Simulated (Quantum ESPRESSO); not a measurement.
Band structure of LaMg11Al (C2/m, 13 atoms in the cell).

```yaml
crystal:
  lattice:
    - [3.00678, -7.21717, 0.00000]
    - [3.00678, 7.21717, 0.00000]
    - [-2.94124, 0.00000, 7.10312]
  atoms:
    - { symbol: La, position: [0.00000, 0.00000, 0.00000] }
    - { symbol: Mg, position: [0.50083, 0.71327, 0.21768] }
    - { symbol: Mg, position: [0.49917, 0.28673, 0.78232] }
    - { symbol: Mg, position: [0.28673, 0.49917, 0.78232] }
    - { symbol: Mg, position: [0.71327, 0.50083, 0.21768] }
    - { symbol: Mg, position: [0.99580, 0.64954, 0.64763] }
    - { symbol: Mg, position: [0.00420, 0.35046, 0.35237] }
    - { symbol: Mg, position: [0.35046, 0.00420, 0.35237] }
    - { symbol: Mg, position: [0.64954, 0.99580, 0.64763] }
    - { symbol: Mg, position: [0.00000, 0.00000, 0.50000] }
    - { symbol: Mg, position: [0.00000, 0.50000, 0.00000] }
    - { symbol: Mg, position: [0.50000, 0.00000, 0.00000] }
    - { symbol: Al, position: [0.50000, 0.50000, 0.50000] }
```

Computed with PBEsol, GBRV 1.5 ultrasoft (PBESOL) pseudopotentials (plane waves; Quantum ESPRESSO).

Settings: ecutwfc = 40 Ry; ecutrho = 200 Ry; occupations = smearing; smearing = fermi-dirac; degauss = 0.0099958 Ry; potentials = {La: la_pbesol_v1.uspp.F.UPF, Mg: mg_pbesol_v1.4.uspp.F.UPF, Al: al_pbesol_v1.uspp.F.UPF}; K_POINTS = automatic 2 2 2 0 0 0; conv_thr = 1e-10 Ry.

The starting cell comes from a database of computed structures (which also holds hypothetical and non-ambient phases and stackings), without a prior relaxation at this level.

Levels in eV from the Fermi level, bands 59 to 66:
| point | 59 | 60 | 61 | 62 | 63 | 64 | 65 | 66 |
|---|---|---|---|---|---|---|---|---|
| Γ | -1.43 | -1.36 | -1.23 | -1.20 | -0.85 | -0.33 | 0.52 | 1.46 |
| Y | -1.10 | -0.71 | -0.51 | -0.01 | 0.21 | 0.90 | 1.08 | 1.09 |
| F | -0.54 | -0.32 | -0.29 | -0.15 | -0.10 | 0.34 | 0.55 | 0.78 |
| H | -1.76 | -1.62 | 0.08 | 0.22 | 0.43 | 0.67 | 1.27 | 1.41 |
| Z | -1.04 | -0.63 | -0.21 | 0.22 | 0.28 | 0.43 | 0.58 | 0.85 |
| I | -0.70 | -0.67 | -0.47 | -0.23 | 0.17 | 0.19 | 0.28 | 0.43 |
| Y1 | -1.10 | -0.71 | -0.51 | -0.01 | 0.21 | 0.90 | 1.08 | 1.09 |
| X | -0.87 | -0.68 | -0.45 | 0.01 | 0.08 | 0.16 | 0.39 | 0.81 |

Bands cross the Fermi level along this path, so the cell is metallic at this level.
